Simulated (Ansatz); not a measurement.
## The (111) surface of fcc Al in its 1x1 cell, outermost plane spacing 2.33 Å in the ideal cut

Computed with PBE (plane waves to 420 eV, PAW; Ansatz, a first-principles code).

Slab: 6 atoms, 11.7 Å thick at the start; k 15x15x1, smearing 0.1 eV, dipole-corrected; all atoms relaxed; start symmetry kept, larger cells not searched; no spin, no spin-orbit, no U.

| Item | Result |
|---|---|
| surface energy (mean of both faces) | 0.82 J/m² |
| surface energy before relaxation | 0.82 J/m² |
| work function of the top face | 4.03 eV |
| energy released by relaxation | 0.002 eV |
| cost | very roughly 14 core-seconds |
